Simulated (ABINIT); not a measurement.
## Worked example: self-consistent single point of LaZnIn (P6_3/mmc, 6 atoms in the cell) in ABINIT

Method of the run: PBEsol, PAW (JTH v2.0 PBE PAW, files made for PBE) (plane waves; ABINIT 10.0.3).

Input as run:

```
# LaZnIn, JTH v2.0 PBE PAW
pp_dirpath "./"
pseudos "La.GGA_PBE-JTH.xml, Zn.GGA_PBE-JTH.xml, In.GGA_PBE-JTH.xml"
acell 4.7442901946 4.7442901946 8.0040600000 Angstrom
rprim
         1.0000000000   -0.0000000095    0.0000000000
        -0.4999999918    0.8660254085    0.0000000000
         0.0000000000    0.0000000000    1.0000000000
natom 6
ntypat 3
znucl 57 30 49
typat 1 1 2 2 3 3
xred
         0.0000000000    0.0000000000    0.0000000000
         0.0000000000    0.0000000000    0.5000000000
         0.6666666667    0.3333333333    0.2500000000
         0.3333333333    0.6666666667    0.7500000000
         0.6666666667    0.3333333333    0.7500000000
         0.3333333333    0.6666666667    0.2500000000
ecut 816 eV
pawecutdg 1633 eV
pawxcdev 0
ixc -116133
occopt 3
tsmear 0.00499791
nband 46
kptopt 1
ngkpt 6 6 3
nshiftk 1
shiftk 0 0 0
nstep 80
toldfe 1.0e-09
prtwf 0
prtden 0
enunit 2
```

Output, abridged:

```
 Symmetries : space group P6_3/m m c (#194); Bravais hP (primitive hexag.)

 -outvars: echo values of preprocessed input variables --------
            acell      8.9654091627E+00  8.9654091627E+00  1.5125481351E+01 Bohr
             ecut      2.99874495E+01 Hartree
           enunit           2
              ixc     -116133
         kptrlatt        6    0    0      0    6    0      0    0    3
          kptrlen      4.53764441E+01
            natom           6
            nband          46
            ngfft          48      48      80
          ngfftdg          64      64     108
             nkpt          14
            nstep          80
             nsym          24
           ntypat           3
           occopt           3
        pawecutdg      6.00116484E+01 Hartree
         pawxcdev           0
            rprim      1.0000000000E+00 -9.5000000000E-09  0.0000000000E+00
                      -4.9999999180E-01  8.6602540850E-01  0.0000000000E+00
                       0.0000000000E+00  0.0000000000E+00  1.0000000000E+00
          spgroup         194
           toldfe      1.00000000E-09 Hartree
           tsmear      4.99791000E-03 Hartree
            typat      1  1  2  2  3  3
           useylm           1
             xred      0.0000000000E+00  0.0000000000E+00  0.0000000000E+00
                       0.0000000000E+00  0.0000000000E+00  5.0000000000E-01
                       6.6666666667E-01  3.3333333333E-01  2.5000000000E-01
                       3.3333333333E-01  6.6666666667E-01  7.5000000000E-01
                       6.6666666667E-01  3.3333333333E-01  7.5000000000E-01
                       3.3333333333E-01  6.6666666667E-01  2.5000000000E-01
            znucl       57.00000   30.00000   49.00000

== DATASET  1 ==================================================================

 Real(R)+Recip(G) space primitive vectors, cartesian coordinates (Bohr,Bohr^-1):
 R(1)=  8.9654092 -0.0000001  0.0000000  G(1)=  0.1115398  0.0643975  0.0000000
 R(2)= -4.4827045  7.7642721  0.0000000  G(2)=  0.0000000  0.1287951  0.0000000
 R(3)=  0.0000000  0.0000000 15.1254814  G(3)=  0.0000000  0.0000000  0.0661136
 Unit cell volume ucvol=  1.0528829E+03 bohr^3
 Angles (23,13,12)=  9.00000000E+01  9.00000000E+01  1.20000000E+02 degrees

 Coarse grid specifications (used for wave-functions):

 getcut: wavevector=  0.0000  0.0000  0.0000  ngfft=  48  48  80
         ecut(hartree)=     29.987   => boxcut(ratio)=   2.14559

 Fine grid specifications (used for densities):

 getcut: wavevector=  0.0000  0.0000  0.0000  ngfft=  64  64 108
         ecut(hartree)=     60.012   => boxcut(ratio)=   2.04704

   1.40317687E+04                                ecore*ucvol(ha*bohr**3)

_setup2: Arith. and geom. avg. npw (full set) are    8257.583    8257.573

--- !BeginCycle
solver: {iscf: 17, nstep: 80, nline: 4, wfoptalg: 10, }
tolerances: {toldfe: 1.00E-09, }
...

     iter   Etot(hartree)      deltaE(h)  residm     nres2
 ETOT  1  -304.14867436696    -3.041E+02 5.927E+00 5.846E+02
 ETOT  2  -310.60113262372    -6.452E+00 7.774E-01 4.368E+02
 ETOT  3  -309.39906200417     1.202E+00 6.210E-01 1.611E+02
 ETOT  4  -309.22730363666     1.718E-01 8.396E-02 8.665E+01
 ETOT  5  -309.02677648931     2.005E-01 4.135E-02 4.198E+01
 ETOT  6  -308.92945956933     9.732E-02 1.412E-02 2.013E+01
   [... 8 lines left out ...]
 ETOT 15  -308.84128695122    -3.819E-09 2.842E-03 1.457E-06
 ETOT 16  -308.84128694988     1.337E-09 4.086E-02 9.206E-08
 ETOT 17  -308.84128695095    -1.070E-09 2.921E-03 5.344E-08
 ETOT 18  -308.84128695131    -3.600E-10 4.204E-03 4.834E-09
 ETOT 19  -308.84128695165    -3.447E-10 7.031E-03 6.039E-10

 At SCF step   19, etot is converged :
  for the second time, diff in etot=  3.447E-10 < toldfe=  1.000E-09

 Cartesian components of stress tensor (hartree/bohr^3)
  sigma(1 1)=  8.25314608E-05  sigma(3 2)=  0.00000000E+00
  sigma(2 2)=  8.25314618E-05  sigma(3 1)=  0.00000000E+00
  sigma(3 3)=  9.43348564E-05  sigma(2 1)=  4.00747625E-13

 ----iterations are completed or convergence reached----

 reduced coordinates (array xred) for    6 atoms
       0.000000000000      0.000000000000      0.000000000000
       0.000000000000      0.000000000000      0.500000000000
       0.666666666667      0.333333333333      0.250000000000
       0.333333333333      0.666666666667      0.750000000000
       0.666666666667      0.333333333333      0.750000000000
       0.333333333333      0.666666666667      0.250000000000
 cartesian forces (eV/Angstrom) at end:
    1     -0.00000000000000     0.00000000000000    -0.00000000000000
    2     -0.00000000000000     0.00000000000000    -0.00000000000000
    3     -0.00000000000000    -0.00000000000000    -0.00000000000000
    4      0.00000000000000     0.00000000000000    -0.00000000000000
    5     -0.00000000000000    -0.00000000000000    -0.00000000000000
    6      0.00000000000000     0.00000000000000    -0.00000000000000
 frms,max,avg= 1.5163027E-26 3.9124685E-26   0.000E+00  0.000E+00  0.000E+00 e/A
 length scales=  8.965409162729  8.965409162729 15.125481351185 bohr
              =  4.744290194600  4.744290194600  8.004060000000 angstroms
 Fermi (or HOMO) energy (hartree) =   0.20429   Average Vxc (hartree)=  -0.37896
 Eigenvalues (hartree) for nkpt=  14  k points:
 kpt#   1, nband= 46, wtk=  0.00926, kpt=  0.0000  0.0000  0.0000 (reduced coord)
  -0.99943   -0.99825   -0.41166   -0.39923   -0.39923   -0.39708   -0.39708   -0.39274
  -0.30981   -0.30981   -0.30904   -0.30904   -0.30893   -0.30825   -0.30809   -0.30809
  -0.30705   -0.30705   -0.07941   -0.05720   -0.05430   -0.05430   -0.05267   -0.05267
  -0.05122   -0.05122   -0.04949   -0.04949   -0.04715   -0.00534    0.09144    0.17185
   0.17185    0.20224    0.21720    0.22400    0.22400    0.23191    0.23191    0.25239
   0.26192    0.26323    0.26323    0.26848    0.26848    0.29625
      occupation numbers for kpt#   1
   2.00000    2.00000    2.00000    2.00000    2.00000    2.00000    2.00000    2.00000
   2.00000    2.00000    2.00000    2.00000    2.00000    2.00000    2.00000    2.00000
   2.00000    2.00000    2.00000    2.00000    2.00000    2.00000    2.00000    2.00000
   2.00000    2.00000    2.00000    2.00000    2.00000    2.00000    2.00000    1.99697
   1.99697    1.20221    0.14057    0.03801    0.03801    0.00794    0.00794    0.00013
   0.00002    0.00002    0.00002    0.00001    0.00001    0.00000
 prteigrs : prtvol=0 or 1, do not print more k-points.

 Fermi (or HOMO) energy (eV) =   5.55911   Average Vxc (eV)= -10.31200
 Eigenvalues (   eV  ) for nkpt=  14  k points:
 kpt#   1, nband= 46, wtk=  0.00926, kpt=  0.0000  0.0000  0.0000 (reduced coord)
 -27.19590  -27.16364  -11.20180  -10.86358  -10.86358  -10.80497  -10.80497  -10.68695
  -8.43042   -8.43042   -8.40933   -8.40933   -8.40647   -8.38780   -8.38360   -8.38360
  -8.35534   -8.35534   -2.16079   -1.55655   -1.47749   -1.47749   -1.43329   -1.43329
  -1.39369   -1.39369   -1.34667   -1.34667   -1.28308   -0.14536    2.48830    4.67633
   4.67633    5.50334    5.91031    6.09548    6.09548    6.31055    6.31055    6.86783
   7.12713    7.16282    7.16282    7.30568    7.30574    8.06151
 prteigrs : prtvol=0 or 1, do not print more k-points.

--- !EnergyTerms
comment             : Components of total free energy in Hartree
kinetic             :  6.05283427763326E+01
hartree             :  8.50857713398536E+01
xc                  : -3.93574640861264E+01
Ewald energy        : -2.18853928117668E+02
psp_core            :  1.33269985625281E+01
local_psp           : -2.66419407716432E+02
spherical_terms     :  5.68580121491364E+01
internal            : -3.08831675092376E+02
'-kT*entropy'       : -9.60641996933797E-03
total_energy        : -3.08841281512345E+02
total_energy_eV     : -8.40399866304675E+03
...

-Cartesian components of stress tensor (GPa)         [Pressure= -2.5439E+00 GPa]
- sigma(1 1)=  2.42815900E+00  sigma(3 2)=  0.00000000E+00
- sigma(2 2)=  2.42815903E+00  sigma(3 1)=  0.00000000E+00
- sigma(3 3)=  2.77542683E+00  sigma(2 1)=  1.17904002E-08

 Calculation completed.
```

The run converged in 19 iterations.

The starting cell comes from a database of computed structures (which also holds hypothetical and non-ambient phases and stackings), without a prior relaxation at this level. The potentials were made for another functional than the one used.

Cost on one core of a shared machine: roughly 10 min.
